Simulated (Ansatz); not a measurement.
Pressure series in SiC

Base system: SiC (space group P6_3mc, No. 186; a = 3.0781 Å, c = 10.0762 Å).

Cell and atoms are relaxed at each pressure.

Method: plane-wave PAW DFT at the PBEsol level (Ansatz, an electronic-structure program, 420 eV), spin-orbit coupling left out.

Candidates:
(a) pressure 50 GPa
(b) pressure 7 GPa
(c) pressure 75 GPa
(d) pressure 100 GPa

Base values:

```
Item                             Value
-----------------------------  -------
Width of the top valence band  2.47 eV
```

Problem. Order them by width of the top valence band, lowest first.

Solution. (b) pressure 7 GPa (2.51 eV), (a) pressure 50 GPa (2.71 eV), (c) pressure 75 GPa (2.78 eV), (d) pressure 100 GPa (2.84 eV)

The levels and masses belong to the bands next to the band gap. Load acts through the strain it causes; cell and atoms are relaxed under it. Whether these cells are dynamically stable was not tested. Competing high-pressure phases were not computed.
